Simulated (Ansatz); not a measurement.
Reference: TiAl3 (I4/mmm), PBEsol, DFPT electron-phonon coupling, linearised Boltzmann equation (plane waves, PAW, scalar-relativistic; Ansatz, a program for electronic structure); geometry: relaxed with this functional, without spin-orbit coupling.

```
CELL_PARAMETERS angstrom
     -1.90775     1.90775     4.27646
      1.90775    -1.90775     4.27646
      1.90775     1.90775    -4.27646
ATOMIC_POSITIONS crystal
  Ti 0.00000 0.00000 0.00000
  Al 0.50000 0.50000 0.00000
  Al 0.75000 0.25000 0.50000
  Al 0.25000 0.75000 0.50000
```

* **resistivity at 300 K**: 10.0 μΩ·cm
* **mean free path at 300 K**: 15.4 nm
* **electron-phonon coupling λ**: 0.161
* **logarithmic mean phonon energy**: 30 meV

Question: Swap Ti for Sc, keeping the structure type. How do these values move?

Answer: ScAl₃ (I4/mmm): volume per atom 15.6 to 17.4 Å³; resistivity at 300 K stays about the same (10.0 μΩ·cm to 10.9 μΩ·cm); mean free path at 300 K falls (15.4 nm to 9.7 nm); electron-phonon coupling λ rises (0.161 to 0.33); logarithmic mean phonon energy falls (30 meV to 25 meV).

Moves up to 11 % count as about the same. Metals; harmonic phonons alone scatter; means over directions. The mean free path is weighted by the current that each state carries. Halving the electron mesh moves these values by up to 7 %; q meshes are mostly untested. Some of the runs warned that the eigensolver left states short of its tolerance. Spin-orbit coupling is left out.

Computed structure with no diffraction record at hand here (it may be known, metastable or hypothetical): ScAl3 (I4/mmm), TiAl3 (I4/mmm).
